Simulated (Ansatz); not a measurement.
Fluorite AuAl2

The numbers are results of LDA in Ansatz (plane waves, PAW), not measurements.

Numerical settings: plane-wave cutoff 520 eV, 16×16×16 k mesh, Fermi–Dirac smearing 0.05 eV, scalar-relativistic PAW data made under PBE.

Cell (relaxed at this level):

Space group Fm-3m (No. 225); a = b = c = 5.956 Å, α = β = γ = 90.00°

| atom | site | symmetry | x | y | z |
|---|---|---|---|---|---|
| Al | 8c | -43m | 0.2500 | 0.2500 | 0.2500 |
| Au | 4a | m-3m | 0.0000 | 0.0000 | 0.0000 |
(The calculation used a cell of 3 atoms; values per cell refer to that cell.)

```
Property                                            Value
------------------------------------------  -------------
bulk modulus                                      121 GPa
band gap                                    zero (no gap)
pressure derivative B′ of the bulk modulus            4.8
```

Spin–orbit coupling is not included; it can shift volumes and moduli of such heavy elements.

The computed numbers hold no vibrational or temperature effects.

Cost on a shared machine: very roughly 70 core-seconds.

Ansatz is a quantum-chemistry and plane-wave program.
